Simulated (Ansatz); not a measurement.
Point defect Ge vacancy + P on the Ge site + As on the Ge site in germanium

The numbers are results of PBE, PAW (plane waves to 420 eV; Ansatz, a quantum-chemistry and plane-wave program), not measurements. The supercell holds 64 host sites (2×2×2 repeats of a cell of 8 atoms), with a 2×2×2 shifted k-point sampling for the final energies. Sites at the start: the Ge site; Ge 2.49 Å away; Ge 2.49 Å away. Finite-size and sampling errors can reach tenths of an eV here. PBE closes or nearly closes this host's gap, so even the neutral cell can hold carriers in host bands. Spin–orbit coupling is left out. Each state is the lowest found from its start.

The name describes the start; the neighbours show where the atoms ended.

| charge | moment (μB) | point group | largest move off a lattice site (Å) | neighbours of the last As atom of the defect at the end (Å) | above the lowest spin state (eV) |
|---|---|---|---|---|---|
| 0 | 0.0 | Cs | 0.41 | Ge 2.52, Ge 2.54, Ge 2.54 | 0.00 |
| 0 | not spin-polarised | Cs | 0.41 | Ge 2.52, Ge 2.54, Ge 2.54 | 0.00 |

Point groups are those of the whole cell at tolerances of 0.03 and 0.1 Å ("near" where only the looser one holds); none is given for unsettled states.

Starting moments that weren't kept: charge 0 began with 2 μB and ended with 0.0.

All states together cost very roughly 2.1 core-hours.
